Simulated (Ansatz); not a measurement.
Ge on the Si site (Ge_Si) in metastable alpha cristobalite (start: the Si site; 96-site cell, 2×2×2 shifted sampling). Computed with PBE, PAW (plane waves to 420 eV; Ansatz, a program for electronic structure). Total energies of the localised charge states, counted from that of charge 0, and their image corrections (point charge with alignment); the host's valence-band maximum lies at 0.895 eV on the cells' energy zero and its gap is 5.51 eV.

```json
[
 {"charge": "0", "moment (μB)": "not spin-polarised", "E − E(first) (eV)": "0.000", "correction (eV)": "0.000"},
 {"charge": "−1", "moment (μB)": "1.0", "E − E(first) (eV)": "5.772", "correction (eV)": "0.334"}
]
```

Derive the transition levels above the valence-band maximum and say which of them are thermodynamic.

A level is the Fermi energy at which two charges have equal formation energy: ε(q/q′) = [E(q′) + corr(q′) − E(q) − corr(q)] / (q − q′) − E_VBM.
ε(0/−1) = [(5.772 + 0.334) − (0.000 + 0.000)] / 1 − 0.895 = 5.21 eV
Thermodynamic levels at least 0.1 eV inside the gap: (0/−1) at 5.21 eV. They hold to tenths of an eV in this cell. Charges with a result: +1, 0, −1. Others weren't obtained, and one of them could lie lower, also by skipping a charge. At charge +1 the carrier sat in host band states, shallow at most. Flagged in the runs: a doubtful potential alignment, a host whose relaxation on this sampling wasn't shown to rest, a strain field that reaches the edge of the cell.
